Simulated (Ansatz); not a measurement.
MoPt (model structure, Pm-3m, No. 221, 2 atoms in the cell) was calculated with LDA (plane waves, PAW; Ansatz, a first-principles code).

Run with plane-wave cutoff 520 eV, 18×18×18 k mesh, Fermi–Dirac smearing 0.05 eV, no spin polarisation, scalar-relativistic PAW data made under PBE.

Cell (relaxed at this level):

```cif
data_MoPt
_chemical_formula_sum 'Pt1 Mo1'
_space_group_name_H-M_alt 'Pm-3m'
_space_group_IT_number 221
_space_group_name_Hall '-P 4 2 3'
_cell_length_a 3.12156
_cell_length_b 3.12156
_cell_length_c 3.12156
_cell_angle_alpha 90.000
_cell_angle_beta 90.000
_cell_angle_gamma 90.000
loop_
_atom_site_label
_atom_site_type_symbol
_atom_site_symmetry_multiplicity
_atom_site_Wyckoff_symbol
_atom_site_fract_x
_atom_site_fract_y
_atom_site_fract_z
_atom_site_occupancy
Pt1 Pt 1 a 0.00000 0.00000 0.00000 1
Mo1 Mo 1 b 0.50000 0.50000 0.50000 1
```

**Question.** Give the computed bulk modulus B0.

**Answer.** 
- bulk modulus B0 = 287 GPa

Note: the run has no spin polarisation, so it can have missed a magnetic state; the bulk modulus is −V dP/dV from two relaxed cells at ±2 % in volume; the relaxation could raise the start's symmetry but not lower it, so the cell can be a saddle point.

Spin–orbit coupling is not included.

The computed numbers hold no vibrational or temperature effects.

A model structure was made by putting elements into a prototype or built by hand; it is no filed structure, need not be a known phase, and can be a saddle point held by its symmetry.
